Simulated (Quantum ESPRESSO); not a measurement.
Quantum ESPRESSO is run on RbYbF₃ (Pm-3m, 5 atoms in the cell), and the run fails. The aim is a self-consistent single point with DFT, LDA (PZ), plane waves, SSSP 1.1.2 efficiency (PBE) pseudopotentials.

Input as run:

```fortran
&control
    calculation = 'scf'
    prefix = 'scf'
    outdir = './out'
    pseudo_dir = './'
    tprnforce = .true.
    tstress = .true.
/
&system
    ibrav = 1
    A = 4.3628300000
    nat = 5
    ntyp = 3
    ecutwfc = 60
    ecutrho = 480
    occupations = 'smearing'
    smearing = 'fermi-dirac'
    degauss = 0.000734986
    input_dft = 'pz'
/
&electrons
    conv_thr = 1.0d-9
    mixing_beta = 0.4
/
ATOMIC_SPECIES
Rb    85.4678  Rb_ONCV_PBE-1.0.oncvpsp.upf
Yb   173.0540  Yb.GGA-PBE-paw-v1.0.UPF
F     18.9984  f_pbe_v1.4.uspp.F.UPF
ATOMIC_POSITIONS alat
Rb    0.0000000000    0.0000000000    0.0000000000
Yb    0.5000000000    0.5000000000    0.5000000000
F     0.0000000000    0.5000000000    0.5000000000
F     0.5000000000    0.0000000000    0.5000000000
F     0.5000000000    0.5000000000    0.0000000000
K_POINTS automatic
4 4 4  0 0 0
```

Output (repeated stretches shortened):

```
     This program is part of the open-source Quantum ESPRESSO suite
     for quantum simulation of materials; please cite

 %%%%%%%%%%%%%%%%%%%%%%%%%%%%%%%%%%%%%%%%%%%%%%%%%%%%%%%%%%%%%%%%%%%%%%%%%%%%%%
     Error in routine  read_namelists (1):
      bad line in namelist &control: "    tprnforce = .true." (error could be in the previous line)
 %%%%%%%%%%%%%%%%%%%%%%%%%%%%%%%%%%%%%%%%%%%%%%%%%%%%%%%%%%%%%%%%%%%%%%%%%%%%%%

     stopping ...
```

Problem. From the messages shown, name the fault and mend the input.

Solution. The fault is a keyword that the program does not know. The program does not know a key of this name. To fix it, use the program's own name for the key. The program stopped before any SCF iteration.

An input that runs soundly differs in these lines (not the only fix; some lines may just follow from the change or write a value another way):
```diff
-    tprnforce = .true.
+    tprnfor = .true.
```

With that input, the run converged in 27 iterations: free energy E − TS -16174.7125 eV; Fermi level (on the code's own zero) 11.45 eV; pressure 5.02 GPa (DFT, LDA (PZ), plane waves, SSSP 1.1.2 efficiency (PBE) pseudopotentials).

On the sound input: the starting cell comes from a database of computed structures (which also holds hypothetical and non-ambient phases and stackings), without a prior relaxation at this level. Its lattice was rescaled by a random factor within 2.5 % of one. Spin polarisation is off, so a magnetic state, if there is one, cannot be reached. The f electrons are in the valence without U or exact exchange, which can misplace them near the Fermi level. Spin-orbit terms, which matter for f shells, are left out. With a pressure of about 5 GPa the cell is away from its equilibrium volume at this level. Without a gap this mesh is coarse (it stands for a supercell whose shortest vector is 17 Å).
